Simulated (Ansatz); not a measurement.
## A computed series for AlN: response to strain

Consider AlN in the zinc blende structure (space group F-43m, No. 216; a = 4.370 Å). Axes: x, y, z lie along the cube axes.

Strains are applied to the cell and any free atomic positions relax; under biaxial strain the out-of-plane vector relaxes too.

Computed with r2SCAN (Ansatz, an electronic-structure program; PAW; 500 eV plane waves; no spin-orbit coupling).

| biaxial strain, plane normal [111], relaxed out of plane (%) | band gap (eV) |
|---|---|
| 0 | 3.94 |
| 0.42 | 3.90 |
| 0.83 | 3.87 |
| 1.25 | ? |
| 1.67 | 3.79 |
| 2.08 | 3.76 |
| 2.5 | 3.72 |

Task: Fit E_g = E₀ + Dε (ε in %) to the rows shown and predict the withheld row.

Result: Least squares on the printed values gives E₀ = 3.94 eV, D = -87.5 meV per % of strain (largest residual 0.00 eV); this predicts 3.83 eV, and the run gives 3.83 eV, in agreement.

Stability against distortions was not tested. This is not the structure that AlN has at room temperature and ambient pressure.
